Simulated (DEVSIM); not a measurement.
System: In0.53Ga0.47As p-i-n diode, at 300 K.

| layer (left to right) | material | thickness (μm) | Nd (cm⁻³) | Na (cm⁻³) | τn (s) | τp (s) |
|---|---|---|---|---|---|---|
| 1 | In0.53Ga0.47As | 1.60 | - | 1.3e17 | 1.1e-8 | 1.1e-8 |
| 2 | In0.53Ga0.47As | 1.70 | 4.3e13 | - | 1.1e-8 | 1.1e-8 |
| 3 | In0.53Ga0.47As | 3.70 | 1e17 | - | 1.1e-8 | 1.1e-8 |

Left contact: ohmic. Right contact: ohmic. Voltage is applied to the left contact. Recombination: SRH at mid-gap, Auger. Mobility is μmin + (μ − μmin)/(1 + (N/Nref)^α).

Constants are typed, rounded textbook-type inputs, not results; the design itself was drawn at random and stands for no fabricated device. Values at 300 K.

| parameter | In0.53Ga0.47As |
|---|---|
| gap (eV) | 0.74 |
| affinity (eV) | 4.51 |
| permittivity | 13.9 |
| Nc (cm⁻³) | 2.1e17 |
| Nv (cm⁻³) | 7.7e18 |
| μn (cm²/Vs) | 12000 |
| μp (cm²/Vs) | 300 |
| μn,min | 300 |
| μp,min | 10 |
| Nref,n | 1.3e17 |
| Nref,p | 4.9e17 |
| αn | 0.48 |
| αp | 0.4 |
| Cn (cm⁶/s) | 5e-29 |
| Cp (cm⁶/s) | 5e-29 |

Model (solved in DEVSIM): 1D drift-diffusion, Boltzmann statistics, complete ionisation; no tunnelling, impact ionisation, image-force lowering or self-heating.

The thickness of layer 2 was swept, all else fixed.

```json
[
 {"thickness of layer 2 (μm)": "0.34", "dark forward voltage at 1 A/cm² (V)": "0.361"},
 {"thickness of layer 2 (μm)": "0.59", "dark forward voltage at 1 A/cm² (V)": "0.358"},
 {"thickness of layer 2 (μm)": "1", "dark forward voltage at 1 A/cm² (V)": "0.352"},
 {"thickness of layer 2 (μm)": "1.7", "dark forward voltage at 1 A/cm² (V)": "0.341"},
 {"thickness of layer 2 (μm)": "2.9", "dark forward voltage at 1 A/cm² (V)": "0.327"},
 {"thickness of layer 2 (μm)": "5.1", "dark forward voltage at 1 A/cm² (V)": "0.310"},
 {"thickness of layer 2 (μm)": "8.5", "dark forward voltage at 1 A/cm² (V)": "0.301"}
]
```

From the first row to the last the dark forward voltage at 1 A/cm² goes from 0.361 to 0.301.
